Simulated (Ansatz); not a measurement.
**How far PBE-D3(BJ) and r2SCAN+rVV10 part for TiTe2, pressure 5 GPa**

Base system: TiTe2 in the CdI2 type structure (space group P-3m1, No. 164; a = 3.697 Å, c = 6.384 Å; layered, stacked along the Cartesian z axis).

(Cell as relaxed with PBE-D3(BJ).)

Levels (all Ansatz, a quantum-chemistry and plane-wave program, PAW): PBE-D3(BJ) (420 eV, no spin-orbit coupling); r2SCAN+rVV10 (500 eV, no spin-orbit coupling).

Each level relaxes its own structure.

| base | PBE-D3(BJ) | r2SCAN+rVV10 |
|---|---|---|
| volume per atom | 25.19 Å³ | 27.29 Å³ |
| lattice parameter a | 3.697 Å | 3.784 Å |
| band gap | zero | zero |

Perturbation: cell and atoms relaxed at a pressure of 5 GPa.

```json
[
 {"quantity": "c/a ratio", "PBE-D3(BJ)": "1.716", "r2SCAN+rVV10": "___"},
 {"quantity": "volume per atom", "PBE-D3(BJ)": "23.01 Å³", "r2SCAN+rVV10": "___"},
 {"quantity": "band gap", "PBE-D3(BJ)": "zero", "r2SCAN+rVV10": "___"}
]
```

Given the PBE-D3(BJ) results, estimate those of r2SCAN+rVV10.


- c/a ratio, r2SCAN+rVV10: 1.698
- volume per atom, r2SCAN+rVV10: 24.40 Å³
- band gap, r2SCAN+rVV10: zero

PBE-D3(BJ)'s c/a ratio lies 0.018 above r2SCAN+rVV10's; PBE-D3(BJ)'s volume per atom lies 1.39 Å³ below r2SCAN+rVV10's (5.7 %); the two agree on the band gap. Neither level is exact; r2SCAN+rVV10 is the comparison here, not a measurement.

Load acts through the strain it causes; cell and atoms are relaxed under it. Whether these cells are dynamically stable was not tested. No other phases were tried under pressure. The final runs are not spin-polarised.
